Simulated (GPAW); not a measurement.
GPAW run on CuGePSe (R3m, 4 atoms in the cell): self-consistent single point.

Method: LDA (Perdew-Wang 92), GPAW PAW datasets LDA (gpaw-data 1.0.1) (plane waves; GPAW 25.7.0).

```
CELL_PARAMETERS angstrom
      1.95381     1.12803     6.36818
     -1.95381     1.12803     6.36818
      0.00000    -2.25606     6.36818
ATOMIC_POSITIONS crystal
  Cu 0.99816 0.99816 0.99816
  Ge 0.49801 0.49801 0.49801
  P  0.88117 0.88117 0.88117
  Se 0.37267 0.37267 0.37267
```

Reference input (self-consistent single point, DFT LDA (Perdew-Wang 92), plane waves, GPAW PAW datasets LDA (gpaw-data 1.0.1)): mode = pw; ecut = 850 eV; xc = LDA; kpts = 6 6 6; mesh shift (steps) = 0.5 0.5 0.5; occupations.name = fermi-dirac; occupations.width = 0.1 eV; nbands = -10; symmetry.symmorphic = false; symmetry.tolerance = 0.0005; maxiter = 100. This run's input differs from it in these lines:

```diff
@@ -17,3 +17,3 @@
             kpts=(6, 6, 6),
-            occupations=FermiDirac(0.1),
+            occupations=FermiDirac(0.15),
             nbands=-10,
```

Output (repeated stretches shortened):

```
     iter     time        total  log10-change:
                         energy   eigst   dens
iter:   1 --:--:--   -21.828715
iter:   2 --:--:--   -21.208066   -1.51  -1.15
iter:   3 --:--:--   -20.990888   -2.01  -1.16
iter:   4 --:--:--   -20.718372   -1.04  -1.19
iter:   5 --:--:--   -20.711373   -2.25  -1.44
iter:   6 --:--:--   -21.426114   -0.72  -1.61
iter:   7 --:--:--   -20.626168   -1.32  -1.43
iter:   8 --:--:--   -20.602577   -2.14  -2.13
iter:   9 --:--:--   -20.602588   -3.06  -2.30
iter:  10 --:--:--   -20.603004c  -3.72  -2.42
iter:  11 --:--:--   -20.599869c  -4.14  -2.54
iter:  12 --:--:--   -20.600194c  -3.76  -2.64
iter:  13 --:--:--   -20.599800c  -4.67  -2.75
iter:  14 --:--:--   -20.599736c  -4.08  -3.08
iter:  15 --:--:--   -20.599601c  -5.07  -3.23
iter:  16 --:--:--   -20.599620c  -5.66  -3.79
iter:  17 --:--:--   -20.599594c  -7.62c -3.96
iter:  18 --:--:--   -20.599576c  -7.12  -4.02c
iter:  19 --:--:--   -20.599582c  -7.63c -4.26c
Converged after 19 iterations.

Dipole moment: (-0.000000, 0.000001, 22.372256) |e|*Ang

Energy contributions relative to reference atoms: (reference = -177258.694210)

Kinetic:         +8.622870
Potential:      -10.824637
External:        +0.000000
XC:             -18.420429
Entropy (-ST):   -0.072142
Local:           +0.058685
SIC:             +0.000000
--------------------------
Free energy:    -20.635653
Extrapolated:   -20.599582

Showing only first 2 kpts
 Kpt  Band  Eigenvalues  Occupancy
  0    11      4.91057    1.91027
  0    12      5.21688    1.46845
  0    13      5.81245    0.09907
  0    14      7.76060    0.00000

  1    11      5.19115    1.53265
  1    12      5.59452    0.36441
  1    13      5.59452    0.36441
  1    14      7.31131    0.00000

Fermi level: 5.36930

No gap
No difference between direct/indirect transitions
Energy (eV): -20.599582

Forces in eV/Ang:
  0 Cu    0.00000    0.00000    0.02357
  1 Ge    0.00000    0.00000    0.13679
  2 P     0.00000    0.00000    0.04694
  3 Se    0.00000   -0.00000   -0.20439

Stress tensor:
     0.031715     0.000000    -0.000000
     0.000000     0.031715    -0.000000
    -0.000000    -0.000000     0.027841
Stress (GPa, Voigt): [ 5.0812  5.0812  4.4606 -0.     -0.      0.    ]
```

The run converged in 19 iterations. GPAW prints stress with tension positive. Against the reference run the free energy falls by 5.0 meV/atom, the pressure hardly changes (-4.92 to -4.87 GPa) and the largest force goes from 0.197 to 0.204 eV/Å.

The starting cell comes from a database of computed structures (which also holds hypothetical and non-ambient phases and stackings), without a prior relaxation at this level. Spin polarisation is off. With a pressure of about -5 GPa the cell is away from its equilibrium volume at this level. The run gives no clean gap (levels at the Fermi energy touch, overlap or are partly filled at this smearing), which alone does not show that the compound is a metal.

Cost on one core of a shared machine: roughly 2 min.
